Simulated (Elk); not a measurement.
Worked example: self-consistent single point of SiTe2 (P-3m1, 3 atoms in the cell) in Elk.

Method: Elk with LDA (PW92), all-electron FP-LAPW, Elk's shipped species files, LAPW+lo basis.

```
CELL_PARAMETERS angstrom
      3.79211     0.00000     0.00000
     -1.89605     3.28406     0.00000
      0.00000     0.00000     7.06352
ATOMIC_POSITIONS crystal
  Si 0.00000 0.00000 0.00000
  Te 0.33333 0.66667 0.77341
  Te 0.66667 0.33333 0.22659
```

Reference input (self-consistent single point, DFT, PBEsol, all-electron FP-LAPW, Elk's shipped species files, LAPW+lo basis): xctype = 22; rgkmax = 7.5; stype = 0; swidth = 0.00999582 Ha; ngridk = 8 8 4; gmaxvr = 16 1/bohr; nxoapwlo = 1. This run's input differs from it in these lines:

```diff
@@ -4,3 +4,3 @@
 xctype
-  22
+  3
```

The program printed (abridged):

```
│ Self-consistent loop started │
│ Loop number : 1 │
 total energy                :     -13882.3274079
│ Loop number : 2 │
 total energy                :     -13882.2574249
RMS change in Kohn-Sham potential (target) :   0.7940478364E-01 (  0.1000000000E-05)
Absolute change in total energy (target)   :   0.6998300154E-01 (  0.1000000000E-03)
│ Loop number : 3 │
 total energy                :     -13882.0562329
RMS change in Kohn-Sham potential (target) :   0.7845460663E-01 (  0.1000000000E-05)
Absolute change in total energy (target)   :   0.2186878132     (  0.1000000000E-03)
│ Loop number : 4 │
   [... lines left out ...]
Absolute change in total energy (target)   :   0.1441653185E-02 (  0.1000000000E-03)
│ Loop number : 13 │
 total energy                :     -13871.6145216
RMS change in Kohn-Sham potential (target) :   0.5099038239E-07 (  0.1000000000E-05)
Absolute change in total energy (target)   :   0.3482111606E-03 (  0.1000000000E-03)
│ Loop number : 14 │
 total energy                :     -13871.6145252
RMS change in Kohn-Sham potential (target) :   0.2088592623E-07 (  0.1000000000E-05)
Absolute change in total energy (target)   :   0.8341549255E-04 (  0.1000000000E-03)
Convergence targets achieved

│ Loop number : 15 │

Energies :
 Fermi                       :     0.186704790118
 total energy                :     -13871.6145252

Density of states at Fermi energy :    33.00756207
 (states/Hartree/unit cell)

Estimated indirect band gap :   0.4450204212E-02
 from k-point      3 to k-point     12
Estimated direct band gap   :   0.2746104068E-01
 at k-point     13

Charges :
 core                        :    82.00000000
 valence                     :    36.00000000
 interstitial                :    5.946867944
 muffin-tins (core leakage)
  species :    1 (Si)
   atom    1                 :    12.10134041     (  0.1328680211E-02)
  species :    2 (Te)
   atom    1                 :    49.97589582     (  0.4089936282E-03)
   atom    2                 :    49.97589582     (  0.4089936282E-03)
 total in muffin-tins        :    112.0531321
 total calculated charge     :    117.9891017
 total charge                :    118.0000000
 error                       :   0.1089825766E-01

│ Self-consistent loop stopped │
```

The run converged in 15 iterations. The count includes the last loop, which Elk runs after its targets are met. 

The starting cell comes from a database of computed structures (which also holds hypothetical and non-ambient phases and stackings), without a prior relaxation at this level. Its lattice was rescaled by a random factor within 2.5 % of one. Spin-orbit coupling is off. Values depend on the basis (sphere radii, cutoffs, local orbitals), which need not be converged. The run gives no clean gap (levels at the Fermi energy touch, overlap or are partly filled at this smearing), which alone does not show that the compound is a metal. The log's line on a gap gives a spacing of levels on this mesh, which the program prints for metals too.

Cost on one core of a shared machine: roughly 70 s.
